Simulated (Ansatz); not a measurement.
Consider Hf-vacancy pair (Hf on one host W site, one W site vacant) in bcc W, neutral cell. Method: PBE, PAW (plane waves to 420 eV; Ansatz, a program for electronic structure).

Settings: 36 host sites, the relaxed PBE lattice, a 2×2×3 k-point mesh shifted by half a step, smearing 0.10 eV, spin-restricted, no image-charge correction. Static, classical nuclei. Spin-orbit coupling is left out. Forms of the defect that were not tried may lie lower.

Barriers: single points on a 3×3×5 k-point mesh shifted by half a step at the bands' geometries.

The step: direct exchange of Hf with the vacancy (Hf-vacancy distance between ideal sites 2.76 Å throughout); the atom moves 2.36 Å along (0.43, 0.43, 0.43) of the unit cell; the moving atom starts with neighbours 2 W at 2.77, W at 2.79, 3 W at 2.85, W at 2.96, 3 W at 3.10, 3 W at 3.28 Å and ends with 2 W at 2.77, W at 2.79, 3 W at 2.85, W at 2.96, 3 W at 3.10, 3 W at 3.28 Å.

Question: Estimate the migration barrier of this step that PBE, PAW returns for this input.

Answer: 0.85 eV, the same both ways. At the saddle the moving atom has neighbours 4 W at 2.75, 2 W at 2.79, 2 W at 3.41, 4 W at 3.43 Å. The saddle point's order was not checked, and it lies on a symmetry element of the cell, where a band can be held.
